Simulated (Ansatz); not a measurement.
For GeRh (model structure, started from the CrB type, Cmcm, No. 63, 4 atoms in the cell), PBEsol (PAW; Ansatz, an electronic-structure program) gives:

```
Property                        Value
---------------------  --------------
volume per atom         14.48 Å³/atom
enthalpy of formation  -0.403 eV/atom
```

### Question
What does PBE-D3(BJ) (plane waves, PAW; Ansatz) give for the same quantities?

### Answer

- equilibrium volume per atom: 14.59 Å³/atom (grows by 0.8 %)
- formation enthalpy: -0.407 eV/atom (moves by -0.004 eV/atom)

Changes are worked out from the printed values.

Unless a cell is named, each level is at its own relaxed cell (PBEsol 14.48, PBE-D3(BJ) 14.59 Å³/atom).

Ansatz's density-functional and Hartree–Fock values are scalar-relativistic unless marked +SOC, with PAW data made under PBE.

A model structure was made by putting elements into a prototype or built by hand; it is no filed structure, need not be a known phase, and can be a saddle point held by its symmetry.
